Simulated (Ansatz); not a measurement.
## AlNi, response to strain

The reference is AlNi in the CsCl type structure (space group Pm-3m, No. 221; a = 2.893 Å; non-magnetic).

Strains are applied to the cell and any free atomic positions relax.

Level of theory: Kohn–Sham DFT with the PBE functional, run in Ansatz (a program for electronic structure) with PAW and 420 eV plane waves, no spin-orbit coupling.

```json
[
 {"isotropic strain (%)": "-1.48", "pressure (GPa)": "7.8"},
 {"isotropic strain (%)": "0", "pressure (GPa)": "0.0"},
 {"isotropic strain (%)": "0.64", "pressure (GPa)": "-2.9"},
 {"isotropic strain (%)": "3.92", "pressure (GPa)": "?"},
 {"isotropic strain (%)": "4.98", "pressure (GPa)": "-16.8"}
]
```

Task: Fit P = P₀ − Bδ + Cδ² with δ = (1 + ε)³ − 1 to the rows shown and predict the withheld row.

Result: Least squares on the printed values gives P₀ = 0.1 GPa, B = 162 GPa, C = 346 GPa (largest residual 0.1 GPa); this predicts -14.5 GPa, and the run gives -14.3 GPa, 0.2 higher.

Whether these cells are dynamically stable was not tested. Seeded moments were not kept for the base. All final runs are without spin polarisation.
